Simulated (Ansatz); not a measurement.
The starting structures come from a database of crystals and need not be the phases stable at ambient conditions.

The decay constant κ of evanescent states in the gap governs leakage through a thin film.

Here is the system:

```
Cu2ZnGeS4
1.0
    5.26859     0.00000     0.00000
    0.00000     5.26859     0.00000
    2.63429    -2.63429     5.29582
Zn Cu Ge S
1 2 1 4
Direct
  0.00000   0.00000   0.00000
  0.75000   0.75000   0.50000
  0.25000   0.25000   0.50000
  0.50000   0.50000   0.00000
  0.12988   0.87012   0.25470
  0.87012   0.61542   0.74530
  0.61542   0.38458   0.25470
  0.38458   0.12988   0.74530
```

Space group of this cell: I-42m. The cell is taken as given; by PBEsol its mean pressure is -0.8 GPa.

Transport runs along the normal of the first two printed cell vectors, the (001) plane of the conventional cell.

No gap correction and no spin-orbit coupling; mid-gap values are interpolated between computed energies.

Task: Predict the band gap and the smallest decay constant κ at mid-gap from PBEsol in Ansatz (a first-principles code).

Result: Gap 0.42 eV on a 6×6×6 mesh; κ = 0.072 1/Å, at the zone centre.
